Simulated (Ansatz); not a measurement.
Start from MgO in the rock salt structure (space group Fm-3m, No. 225; a = 4.208 Å). Axes: x, y, z lie along the cube axes.

The values are results of Kohn–Sham DFT with the r2SCAN functional, run in Ansatz (a program for electronic structure) with PAW and 500 eV plane waves, no spin-orbit coupling, earlier PAW set, not measurements.

Strains are applied to the cell and any free atomic positions relax; under biaxial strain the out-of-plane vector relaxes too.

One change was made to it. Results:

```json
[
 {"quantity": "pressure (mean of the normal stresses, compression positive)", "base": "0.00 GPa", "after": "-6.64 GPa"},
 {"quantity": "band gap", "base": "5.68 eV", "after": "5.12 eV"},
 {"quantity": "gap character", "base": "direct at Γ", "after": "direct at Γ"}
]
```

Q: What was done to the base?
(A) uniaxial strain ε_xx = +4.97 %
(B) biaxial strain +2.82 %, plane normal [001], relaxed out of plane
(C) tensor shear ε_xz = −0.69 %
(D) uniaxial strain ε_zz = +2.59 %
(E) isotropic strain −0.63 %

A: A, uniaxial strain ε_xx = +4.97 %. For comparison, the band gap in the other runs: isotropic strain −0.63 % gives 5.87 eV; tensor shear ε_xz = −0.69 % gives 5.62 eV; uniaxial strain ε_zz = +2.59 % gives 5.38 eV; biaxial strain +2.82 %, plane normal [001], relaxed out of plane gives 5.24 eV.

Whether these cells are dynamically stable was not tested. k-point labels follow each cell's own Brillouin zone.
